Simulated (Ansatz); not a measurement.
Consider SnO$_{2}$ in the rutile structure (space group P4_2/mnm, No. 136; a = 4.759 Å, c = 3.200 Å). Axes: x, y, z lie along a, b, c of the conventional cell.

The values are results of plane-wave PAW DFT at the r2SCAN level (Ansatz, a quantum-chemistry and plane-wave program, 500 eV), no spin-orbit coupling, earlier PAW set, not measurements.

For the base:

The volume per atom is 12.08 Å³ and the valence-band top at Γ is 0.00, -0.77, -0.77 eV. The electron mass comes out as 0.20 mₑ along c, 0.23 mₑ across (at Γ).

It is then changed as follows: biaxial strain −4.06 %, plane normal [001], relaxed out of plane (Cartesian); in-plane vectors clamped, the third vector and the atoms free.

Q: Predict the new volume per atom.

A: The volume per atom falls by 0.593 Å³ to 11.48 Å³.

Q: Estimate the effect on the valence-band top at Γ.

A: The valence-band top at Γ (three highest levels, from the VBM) goes from 0.00, -0.77, -0.77 eV to 0.00, -0.69, -0.69 eV.

Q: How does this affect the electron mass?

A: The electron mass changes from 0.20 mₑ along c, 0.23 mₑ across (at Γ) to 0.21 mₑ out of plane, 0.23 mₑ in plane (at Γ).

The levels and masses belong to the bands next to the band gap. Masses are band curvatures over ±0.01 Å⁻¹ around the edge. Whether these cells are dynamically stable was not tested. The base started in Pnnm and relaxed to P4_2/mnm at this level.
